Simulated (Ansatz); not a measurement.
The parent structure is HgTe in the zinc blende structure (space group F-43m, No. 216).

```
HgTe
1.0
    0.00000     3.32533     3.32533
    3.32533     0.00000     3.32533
    3.32533     3.32533     0.00000
Hg Te
1 1
Direct
  0.00000   0.00000   0.00000
  0.25000   0.25000   0.25000
```

Level of theory: PBE (Ansatz, a quantum-chemistry and plane-wave program; PAW; 420 eV plane waves; spin-orbit coupling left out).

Strains are applied to the cell and any free atomic positions relax.

One change was made to it. Results:

| quantity | base | after |
|---|---|---|
| pressure | 0.0 GPa | -2.1 GPa |
| energy relative to the base (free energy F) | 0 meV/atom | +20 meV/atom |

Question: Which change produced these results?
(A) isotropic strain −3.00 %
(B) isotropic strain +2.50 %
(C) isotropic strain +2.00 %

Answer: B, isotropic strain +2.50 %. For comparison, the energy relative to the base in the other runs: isotropic strain −3.00 % gives +36 meV/atom; isotropic strain +2.00 % gives +13 meV/atom.

Stability against distortions was not tested. The final runs are not spin-polarised.
